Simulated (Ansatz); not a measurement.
The starting structures come from a database of crystals and need not be the phases stable at ambient conditions.

The decay constant κ of evanescent states in the gap governs leakage through a thin film.

```
BaCuFTe
1.0
    6.29157     0.00000     0.00000
    3.14578    10.03260     0.00000
    3.14578    -0.98638     2.98714
Ba Cu Te F
2 2 2 2
Cartesian
  4.71868   6.45311   0.47445
  4.71868   2.59311   2.51269
  0.00000   0.00000   0.00000
  3.14578   0.00000   0.00000
  7.86446   8.09997   1.01826
  7.86446   0.94624   1.96888
  3.14578   4.52311   1.49357
  6.29157   4.52311   1.49357
```

Space group of this cell: P4/nmm. The cell is taken as given; by r2SCAN its mean pressure is -1.4 GPa.

Transport runs along the normal of the first two printed cell vectors, the (111) plane of the conventional cell.

No gap correction and no spin-orbit coupling; mid-gap values are interpolated between computed energies.

**Question.** Predict the band gap and the smallest decay constant κ at mid-gap from r2SCAN (Ansatz, a program for electronic structure).

**Answer.** Gap 1.24 eV on a 10×10×10 mesh; κ = 0.189 1/Å, at (0.000, 0.500) of the in-plane reciprocal vectors. At the zone centre, at the nearest computed energy, the slowest state has κ = 0.20 1/Å.
